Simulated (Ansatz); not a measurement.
Consider V in the bcc (W type) structure (space group Im-3m, No. 229; a = 2.9827 Å).

Calculations: r2SCAN, PAW, 500 eV (Ansatz, a program for electronic structure; spin-orbit coupling left out).

Base values:

```
Quantity                 Result
-------------------  ----------
Lattice parameter a  5.637 bohr
```

Modification: full substitution V → Sb, then cell and atoms are relaxed.

Q: Estimate the effect on the lattice parameter a.

A: The lattice parameter a goes up by 1.502 bohr to 7.139 bohr.

Whether these cells are dynamically stable was not tested. For Sb in this form, whether it has been made was not checked. Seeded moments were not kept for the base. The final runs are not spin-polarised. This is not the structure that Sb has at room temperature and ambient pressure.
